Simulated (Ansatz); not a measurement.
The parent structure is Al in the fcc (Cu type) structure (space group Fm-3m, No. 225; a = 3.984 Å; relaxed with 0.1 eV smearing).

Method: Kohn–Sham DFT with the LDA functional, run in Ansatz (an electronic-structure program) with PAW and 420 eV plane waves, no spin-orbit coupling.

For the base:

```
Quantity   Result
--------  -------
Pressure  0.0 GPa
```

Modification: the cell is scaled by 0.9750 in all directions, atoms relaxed at fixed cell.

Predict the new energy relative to the base and pressure.

The energy grows by 25 meV/atom; the pressure goes from zero to 7.6 GPa.

The cells carry an imposed strain or load. Whether these cells are dynamically stable was not tested.
